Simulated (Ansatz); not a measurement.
**Several settings converged on CaC2 (I4/mmm, 3 atoms in the cell)**

```xyz
3
Lattice="-1.9440 1.9440 3.2181 1.9440 -1.9440 3.2181 1.9440 1.9440 -3.2181" Properties=species:S:1:pos:R:3 pbc="T T T"
Ca     0.0000     0.0000     0.0000
C      0.0000     0.0000     3.8482
C      0.0000     0.0000     2.5881
```

Base method: LDA (PW92), default PAW files made with PBE (plane waves; Ansatz, a quantum-chemistry and plane-wave program).

Base settings: basis.ecutwfc = 420 eV; kpoints.mp_grid.grid = 9 9 9; hamiltonian.xc = lda; hamiltonian.pseudopotentials = {kind: paw} (the program's default PAW files); scf.occupations.method = fermi_dirac; scf.occupations.width = 0.05 eV.

Core times come from one kind of shared machine, to one figure; runs under 30 s give none.

**Zone-centre phonons against the cutoff**

In this ladder: scf.occupations.method = fixed; scf.occupations.width = default; phonons.method = dfpt; phonons.dielectric = true; phonons.rigid_motions = translations.

The mesh stays at the base's, so the ladder's end is converged at best in this setting alone.

Frequencies are those of the unrelaxed cell, without the LO-TO term of polar crystals.

Only quantities that move along the ladder and can be compared are tabulated.

ε∞ and Born charges come from denser meshes that the program picks itself.

```csv
basis.ecutwfc,highest zone-centre frequency (cm⁻¹),lowest optical frequency (cm⁻¹),largest Born charge (mean of the diagonal) (e),mean ε∞,core time / last (rough)
210 eV,1699.9,272.6,2.184,4.027,1
250 eV,1779.2,194.2,2.253,4.046,1
295 eV,1832.0,194.6,2.259,4.043,0.8
355 eV,1845.6,202.1,2.258,4.044,0.6
420 eV,1844.7,200.9,2.258,4.045,0.6
505 eV,1844.1,201.0,2.259,4.045,0.7
630 eV,1844.0,201.1,2.259,4.045,1
```

Coarsest basis.ecutwfc that holds the mean ε∞ within 0.01 of the last step, with all finer ones: 250 eV; the step before is off by 0.018.

Coarsest basis.ecutwfc that holds the highest zone-centre frequency within 1 cm⁻¹ of the last step, with all finer ones: 420 eV; the step before is off by 1.5 cm⁻¹.

Coarsest basis.ecutwfc that holds the lowest optical frequency within 5 cm⁻¹ of the last step, with all finer ones: 355 eV; the step before is off by 6.5 cm⁻¹.

**The force threshold of a relaxation**

On CaC2 (I4mm, 3 atoms in the cell): one atom moved by 0.15 angstrom.

In this ladder: relax = atoms.

The mesh stays at the base's, so the ladder's end is converged at best in this setting alone.

Only quantities that move along the ladder and can be compared are tabulated.

```tsv
relax.f_tol	free energy less the last step's (meV/atom)	largest force left (eV/Å)	relaxation steps
0.2 eV/Å	0.11	0.1230	2
0.1 eV/Å	0.04	0.0318	4
0.05 eV/Å	0.04	0.0314	4
0.02 eV/Å	0.00	0.0006	5
0.005 eV/Å	0.00	0.0012	6
0.001 eV/Å	0.00	0.0000	8
```

Coarsest relax.f_tol that holds the largest force left within 0.01 eV/Å of the last step, with all finer ones: 0.02 eV/Å; the step before is off by 0.031 eV/Å.

Coarsest relax.f_tol that holds the free energy within 0.05 meV/atom of the last step, with all finer ones: 0.1 eV/Å; the step before is off by 0.11 meV/atom.

**The dielectric constant against shifted meshes**

In this ladder: scf.occupations.method = fixed; scf.occupations.width = default; kpoints.mp_grid.shift = 0.5 0.5 0.5; dielectric = true; dielectric.field_mesh = kpoints.

Only quantities that move along the ladder and can be compared are tabulated.

| kpoints.mp_grid.grid | mean ε∞ |
|---|---|
| 3 3 3 | 3.853 |
| 4 4 4 | 3.975 |
| 5 5 5 | 4.019 |
| 7 7 7 | 4.041 |
| 11 11 11 | 4.045 |
| 18 18 18 | 4.045 |

Coarsest kpoints.mp_grid.grid that holds the mean ε∞ within 0.02 of the last step, with all finer ones: 7 7 7; the step before is off by 0.025.

On the base run: the starting cell comes from a database of computed structures (which also holds hypothetical and non-ambient phases and stackings), without a prior relaxation at this level. Its lattice was rescaled by up to half a per cent. In the base run, with a pressure of about -6 GPa the cell is away from its equilibrium volume at this level.

Keys are those of Ansatz 0.2.
